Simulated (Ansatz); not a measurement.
The starting structures come from a database of crystals and need not be the phases stable at ambient conditions.

Inside the gap of an insulator the Bloch states are evanescent, with a wavenumber k + iκ along the transport direction.

Here is the system:

```xyz
8
Lattice="4.3717 0.0000 0.0000 0.0000 13.0666 0.0000 0.0000 6.5333 3.7720" Properties=species:S:1:pos:R:3 pbc="T T T"
La     1.0929     4.3555     0.0000
La     3.2788     8.7111     0.0000
Cl     1.0929     7.0957     1.1571
Cl     3.2788    12.5042     2.6149
Cl     3.2788     4.5499     1.9775
Cl     1.0929    15.0500     1.7945
Cl     1.0929    10.5208     0.8204
Cl     3.2788     9.0791     2.9516
```

Space group of this cell: P6_3/m. The cell is taken as given.

Transport runs along the normal of the first two printed cell vectors, the (110) plane of the conventional cell.

The gap is the functional's own, uncorrected, and κ follows it; spin-orbit coupling is left out. Mid-gap values are interpolated between the computed energies.

Problem. Compute, with r2SCAN in Ansatz (an electronic-structure program), the band gap and the smallest decay constant κ at mid-gap.

Solution. Gap 4.35 eV on a 8×8×8 mesh; κ = 0.432 1/Å, at the zone centre.
